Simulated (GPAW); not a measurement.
A working GPAW input for SiO2 (P3_221, 9 atoms in the cell) (DFT PBE, plane waves, GPAW PAW datasets PBE (gpaw-data 1.0.1)):

```python
from ase import Atoms
from ase.units import GPa
from gpaw import GPAW, PW

atoms = Atoms(['Si', 'Si', 'Si', 'O', 'O', 'O', 'O', 'O', 'O'],
              cell=[[5.009975, 0.000000, 0.000000],
                    [-2.504987, 4.338765, 0.000000],
                    [0.000000, 0.000000, 5.534831]],
              scaled_positions=[[0.000000, 0.468800, 0.333333],
                                [0.531200, 0.531200, 0.000000],
                                [0.468800, 0.000000, 0.666667],
                                [0.144540, 0.731440, 0.547820],
                                [0.268560, 0.413100, 0.214487],
                                [0.586900, 0.855460, 0.881153],
                                [0.731440, 0.144540, 0.452180],
                                [0.413100, 0.268560, 0.785513],
                                [0.855460, 0.586900, 0.118847]],
              pbc=True)

calc = GPAW(mode=PW(950),
            xc='PBE',
            kpts={'size': (4, 4, 3), 'gamma': True},
            occupations={'name': 'methfessel-paxton', 'width': 0.01, 'order': 0},
            nbands=-4,
            convergence={'density': 1e-05, 'bands': -2},
            symmetry={'symmorphic': False, 'tolerance': 0.0005},
            maxiter=150,
            txt='-')

atoms.calc = calc

energy = atoms.get_potential_energy()
print('Energy (eV):', round(energy, 6))
forces = atoms.get_forces()
print('Forces (eV/Ang):')
print(forces.round(5))
stress = atoms.get_stress()
print('Stress (GPa, Voigt):', (stress / GPa).round(4))
```

The run converged in 37 iterations: free energy E − TS (from the program's reference atoms) -71.7221 eV; top of the valence band (on the code's own zero) 0.90 eV; gap on the k-point mesh 5.56 eV; largest force (vector length) 0.107 eV/Å. Each of these slips is then made, one at a time:

(1)
```diff
-            nbands=-4,
-            convergence={'density': 1e-05, 'bands': -2},
+            nbands=23,
+            convergence={'density': 1e-05},
```

(2)
```diff
+            setups={'Si': 'hard'},
```

### Question
Predict the outcome of each change.

### Answer

(1) Too few bands. The program stopped before any SCF iteration, with the message: ValueError: Too few bands! Electrons: 48.000000, bands: 23.

(2) A potential or basis that cannot be found. The program stopped before any SCF iteration, with the message: FileNotFoundError: Could not find required PAW dataset file "Si.hard.PBE"..

The starting cell comes from a database of computed structures (which also holds hypothetical and non-ambient phases and stackings), without a prior relaxation at this level. Its lattice was rescaled by a random factor within 2.5 % of one.

Left out of this page: 1 run of the series held back from this collection; 3 runs of the series outside the window shown, repeating another row's setting, or not comparable.
